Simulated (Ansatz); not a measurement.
Base system: Ca in the fcc (Cu type) structure (space group Fm-3m, No. 225; a = 5.4558 Å; relaxed with 0.1 eV smearing). Axes: x, y, z lie along the cube axes.

Level of theory: PBEsol, PAW, 420 eV (Ansatz, a program for electronic structure; scalar-relativistic without spin-orbit coupling).

For the base:

| Property | Result |
|---|---|
| Pressure | 0.0 GPa |
| Shortest interatomic distance | 3.858 Å |
| Band gap | zero |

One thing is altered: tensor shear ε_xy = +1.43 % (engineering shear γ = 0.0286), atoms relaxed at fixed cell.

Task: What does the calculation give for the pressure after the change?

Result: The pressure (mean of the normal stresses, compression positive) remains 0.0 GPa.

Task: What happens to the energy relative to the base?

Result: The energy rises by 1.7 meV/atom.

Task: How does this affect the shortest interatomic distance?

Result: The shortest interatomic distance decreases by 0.055 Å to 3.803 Å.

Task: Predict the new band gap.

Result: The band gap is still zero.

The cells carry an imposed strain or load. No phonon test of stability was made.
